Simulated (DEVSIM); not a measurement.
Device: Ti/SiO2/p-Si capacitor, at 300 K.

| layer (left to right) | material | thickness (nm) | Na (cm⁻³) |
|---|---|---|---|
| 1 | SiO2 | 2.30 | - |
| 2 | Si | 440 | 1.7e18 |

Metal gate on the left, work function 4.33 eV. Fixed charge at the semiconductor interface 1.1e11 cm⁻² (in units of +e); interface traps 1.4e11 cm⁻² eV⁻¹, uniform in energy, neutral level at 0.5 of the gap above the valence band.

The device is made up for the run: typed textbook-type constants, with dimensions and the other settings drawn at random. Values at 300 K.

| parameter | SiO2 | Si |
|---|---|---|
| gap (eV) | 9 | 1.124 |
| affinity (eV) | 0.9 | 4.05 |
| permittivity | 3.9 | 11.7 |
| Nc (cm⁻³) | - | 2.86e19 |
| Nv (cm⁻³) | - | 3.1e19 |

DEVSIM, 1D Poisson equation in equilibrium, Boltzmann statistics, complete ionisation; no quantum confinement or tunnelling. Metal contacts follow the ideal Schottky-Mott rule: no Fermi-level pinning, no interface dipoles.

The interface trap density was swept, all else fixed.

```
interface trap density (cm^-2 eV^-1)  minimum of the low-frequency capacitance (μF/cm²)  flat-band voltage (V)  threshold voltage (band bending 2φF) (V)
------------------------------------  -------------------------------------------------  ---------------------  ----------------------------------------
0                                                                                 0.328                  -0.78                                      0.69
1e10                                                                              0.329                  -0.78                                      0.69
1e11                                                                              0.338                  -0.79                                      0.69
1.4e11                                                                            0.342                  -0.79                                      0.70
3e11                                                                              0.358                  -0.80                                      0.70
1e12                                                                              0.417                  -0.83                                      0.74
2e12                                                                              0.495                  -0.88                                      0.79
```

From the first row to the last the minimum of the low-frequency capacitance goes from 0.328 to 0.495. From the first row to the last the flat-band voltage goes from -0.78 to -0.88.
